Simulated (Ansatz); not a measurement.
Base system: Rh2O3 in the corundum structure (space group R-3c, No. 167; a = 5.109 Å, c = 13.822 Å (hexagonal axes)). Axes: x lies along a and z along c of the hexagonal cell.

All numbers come from PBEsol in Ansatz (plane waves to 420 eV, PAW, without spin-orbit coupling).

Perturbation: uniaxial stress, 3 GPa tension along z, with the cell and atoms free to relax against it.

**Question.** Estimate the effect on the mean lateral Poisson ratio and secant Young's modulus along z.

**Answer.** The mean lateral Poisson ratio is 0.34; the secant Young's modulus along z comes out as 170 GPa.

Load acts through the strain it causes; cell and atoms are relaxed under it. Beyond what the load breaks, stability against distortions was not tested.

Ansatz is a first-principles code.
